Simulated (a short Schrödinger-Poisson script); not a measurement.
Solved with a short Schrödinger-Poisson script written for these runs: 1D Poisson equation in equilibrium, electrons quantum, Hartree plus LDA exchange-correlation (BenDaniel-Duke, 40 states a valley, the channel's in-plane mass for all, wave functions free to enter the barrier), parabolic valleys, classical holes, full ionisation, no traps, pinning or gate leakage.

System: gated Al0.2Ga0.8As/GaAs δ-doped gas, at 20 K.

From the gate side: 20 nm Al0.2Ga0.8As; 2 nm Al0.2Ga0.8As; 6000 nm GaAs, acceptors 8e15 cm⁻³.

Constants are typed, rounded textbook-type inputs, not results; the design itself was drawn at random and stands for no fabricated device. Al0.2Ga0.8As: permittivity 12.33, conduction-band edge (eV) 0.158, gap (eV) 1.673, electron mass (mₑ) 0.0836, Nv at 300 K (cm⁻³) 9e18. GaAs: permittivity 12.9, conduction-band edge (eV) 0, gap (eV) 1.424, Nv at 300 K (cm⁻³) 9e18.

Channel valleys (confinement mass, in-plane density-of-states mass, number): Γ 0.067, 0.067, 1. At the gate the conduction-band edge of layer 1 lies 1.11 eV − eVg above the Fermi level of the channel; the field vanishes at the back. Sheet of ionised δ-doping: +3.2e12 e/cm² at 20 nm from the gate. The barrier under the gate holds no holes. Gaps are held at their typed values at every temperature. Mesh 0.08 nm at interfaces.

Task: Give the gate voltage at 1e11 electrons/cm² (V); the sheet density of all electrons at Vg = 0.5 V (cm⁻²); the capacitance at Vg = 0.5 V (μF/cm²).

Result: gate voltage at 1e11 electrons/cm² (V): 0.24; sheet density of all electrons at Vg = 0.5 V (cm⁻²): 8.13e11; capacitance at Vg = 0.5 V (μF/cm²): 0.428.
